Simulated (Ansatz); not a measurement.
Base system: LaAs in the rock salt structure (space group Fm-3m, No. 225; a = 6.1094 Å; relaxed with 0.1 eV smearing).

All numbers come from PBEsol, PAW, 420 eV (Ansatz, a quantum-chemistry and plane-wave program; without spin-orbit coupling).

For the base:

| Item | Result |
|---|---|
| Pressure | 0.0 GPa |
| Band gap | zero |

One thing is altered: the cell is scaled by 0.9766 in all directions; the atoms relax in the strained cell.

Predict the new pressure, energy relative to the base and band gap.

The pressure goes from zero to 5.8 GPa; the energy grows by 33 meV/atom; the band gap remains zero.

No phonon test of stability was made. All final runs are without spin polarisation. A zero or small gap of LaAs can be the functional's error rather than a property of the material.
